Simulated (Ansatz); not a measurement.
Convergence study of the k-point mesh at a smearing width of 0.02 eV for VIr3 (P4mm, 4 atoms in the cell)

```xyz
4
Lattice="3.7977 0.0000 0.0000 0.0000 3.7977 0.0000 0.0000 0.0000 3.7977" Properties=species:S:1:pos:R:3 pbc="T T T"
V      0.0000     0.0000     0.0500
Ir     1.8989     1.8989     0.0000
Ir     0.0000     1.8989     1.8989
Ir     1.8989     0.0000     1.8989
```

Computed with LDA (PW92), default PAW files made with PBE (plane waves; Ansatz, an electronic-structure program).

Base settings: basis.ecutwfc = 420 eV; kpoints.mp_grid.grid = 9 9 9; hamiltonian.xc = lda; hamiltonian.pseudopotentials = {kind: paw} (the program's default PAW files); scf.occupations.method = gaussian; scf.occupations.width = 0.1 eV.

In this ladder: scf.occupations.width = 0.02 eV.

Only quantities that move along the ladder and can be compared are tabulated.

The count of work is k-points × plane waves × bands × iterations; it is no time. Core times come from one kind of shared machine, to one figure; runs under 30 s give none.

The starting cell comes from a database of computed structures (which also holds hypothetical and non-ambient phases and stackings), without a prior relaxation at this level. Its lattice was rescaled by up to half a per cent. One atom was moved a little off its site on purpose. Spin polarisation is off. In the base run, with a pressure of about -7 GPa the cell is away from its equilibrium volume at this level. Ansatz's pressure includes its estimate of the finite-basis (Pulay) stress.

| kpoints.mp_grid.grid | free energy less the last step's (meV/atom) | pressure (GPa) | largest difference of a force vector from the last step's (eV/Å) | count of work / last | core time / last (rough) |
|---|---|---|---|---|---|
| 3 3 3 | 11.79 | -6.10 | 0.155 | 0.0083 | – |
| 4 4 4 | 6.44 | -7.04 | 0.116 | 0.028 | – |
| 5 5 5 | 7.79 | -6.90 | 0.022 | 0.025 | – |
| 6 6 6 | 1.28 | -7.01 | 0.022 | 0.055 | – |
| 7 7 7 | 2.88 | -6.86 | 0.008 | 0.055 | – |
| 8 8 8 | -1.35 | -7.01 | 0.010 | 0.089 | – |
| 10 10 10 | -0.49 | -6.98 | 0.004 | 0.17 | – |
| 12 12 12 | -0.74 | -6.96 | 0.003 | 0.23 | – |
| 14 14 14 | 0.33 | -6.94 | 0.003 | 0.34 | 0.4 |
| 17 17 17 | -0.29 | -6.95 | 0.000 | 0.56 | 0.4 |
| 21 21 21 | 0.00 | -6.96 | 0.000 | 1.0 | 1 |

Coarsest kpoints.mp_grid.grid that holds the free energy within 1 meV/atom of the last step, with all finer ones: 10 10 10, at 0.17 of the last step's count of work; the step before is off by 1.3 meV/atom.

Coarsest kpoints.mp_grid.grid that holds the pressure within 0.2 GPa of the last step, with all finer ones: 4 4 4, at 0.028 of the last step's count of work; the step before is off by 0.86 GPa.

Coarsest kpoints.mp_grid.grid that holds the forces within 0.005 eV/Å of the last step, with all finer ones: 10 10 10, at 0.17 of the last step's count of work; the step before is off by 0.010 eV/Å.

Keys are those of Ansatz 0.2.
